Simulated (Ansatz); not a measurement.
Mo: response to strain

Base system: Mo in the bcc (W type) structure (space group Im-3m, No. 229; a = 3.151 Å; relaxed with 0.1 eV smearing). Axes: x, y, z lie along the cube axes.

Strains are applied to the cell and any free atomic positions relax; under biaxial strain the out-of-plane vector relaxes too.

Level of theory: Ansatz (an electronic-structure program), r2SCAN, PAW, cutoff 500 eV, no SOC, earlier PAW set.

Candidates:
(a) biaxial strain −3.71 %, plane normal [001], relaxed out of plane
(b) biaxial strain −2.89 %, plane normal [001], relaxed out of plane
(c) tensor shear ε_yz = −3.10 %
(d) uniaxial strain ε_zz = −0.75 %
(e) uniaxial strain ε_xx = +1.06 %

Notes on the quantities. energy relative to the base: free energy F.

### Question
Order them by energy relative to the base, highest first.

### Answer
(a) biaxial strain −3.71 %, plane normal [001], relaxed out of plane (+78 meV/atom), (b) biaxial strain −2.89 %, plane normal [001], relaxed out of plane (+47 meV/atom), (c) tensor shear ε_yz = −3.10 % (+20 meV/atom), (e) uniaxial strain ε_xx = +1.06 % (+2.6 meV/atom), (d) uniaxial strain ε_zz = −0.75 % (+1.4 meV/atom)

Whether these cells are dynamically stable was not tested. The final runs are not spin-polarised.
